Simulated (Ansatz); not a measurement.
An Ansatz (a program for electronic structure) input (r2SCAN (Ansatz), without spin-orbit coupling, earlier PAW set):

Ansatz 0.2 input:
```yaml
crystal:
  lattice:
    - [3.9547478879, 0, 0]
    - [1.9773739439, 3.4249121364, 0]
    - [0, 0, 6.1250600572]
  atoms:
    - { symbol: Zn, position: [0.6666666667, 0.6666666667, 0.9997490926] }
    - { symbol: Zn, position: [0.3333333333, 0.3333333333, 0.4997490926] }
    - { symbol: S, position: [0.6666666667, 0.6666666667, 0.6254509074] }
    - { symbol: S, position: [0.3333333333, 0.3333333333, 0.1254509074] }
basis: { ecutwfc: 500, ecutrho_ratio: 4, xc_grid: 4, fft_grid_basis: typed }
kpoints: { mp_grid: { grid: [10, 10, 6] } }
hamiltonian:
  xc: r2scan
  dispersion: none
  pseudopotentials: { azcp: { folder: ./paw }, kind: paw }
scf: { occupations: { method: fermi_dirac, width: 0.05 } }
relax: { f_tol: 0.005, max_steps: 50, cell: { stress_tol: 0.01, fix: [a, b, gamma] } }
output: { forces: true, stress: true }
checkpoint: { write: state.ck, write_every: 1000 }
```

### Question
Which symmetry and how many k-points will the program report, and about how many plane waves at Γ?

### Answer
Space group P63mc (ITA 186) with 12 operations, k-points 56 of 600, and 2105 plane waves at Γ.

### Question
And the final pressure?

### Answer
-3.62 GPa (compression positive).

The cells carry an imposed strain or load. Whether these cells are dynamically stable was not tested. The cell was made from ZnS in the wurtzite structure (space group P6_3mc, No. 186) by this change: biaxial strain +3.88 %, plane normal [001], relaxed out of plane.
